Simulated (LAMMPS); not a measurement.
Pressure dependence of Ni (fcc) at 2250 K, from the melt.

Computed with MD with a machine-learned potential, pair style snap, file Ni_Zuo_JPCA2020.quadratic.snap; code LAMMPS.

```tsv
P (GPa)	state	volume	coordination number	self-diffusion coefficient of Ni (not corrected for cell size)
0	liquid	12.82 ± 0.01 Å³/atom	13.0 (counted to 3.46 Å)	(6.7 ± 0.4) × 10^-5 cm²/s
2	liquid	12.582 ± 0.004 Å³/atom	12.6 (counted to 3.38 Å)	(7.1 ± 0.4) × 10^-5 cm²/s
5	liquid	12.266 ± 0.009 Å³/atom	12.8 (counted to 3.38 Å)	(6.4 ± 0.3) × 10^-5 cm²/s
```

Caution: a run this short can hold a crystal over, or a liquid under, the potential's own melting point, which these runs don't give.

Estimate the isothermal bulk modulus at zero pressure. A parabola P(ln V) through the three points gives −dP/d ln V = 100 GPa at zero pressure.

States go by the mean squared displacement: a species diffuses where it passes 1.5 Å², still rises and gives D over 1e-6 cm²/s; a crystal has left its structure where atoms lie 0.35 Å off their sites on average or a cubic box changes its shape by 3 %, or the axial ratios of another lie 8 % off the starting cell's, which the potential's own relaxation can also do.

Errors of D are the spread over four groups of atoms in one short run; a floor of about 5 %, a picked value, is safer.

Uncertainties are statistical and leave out the potential's own error.
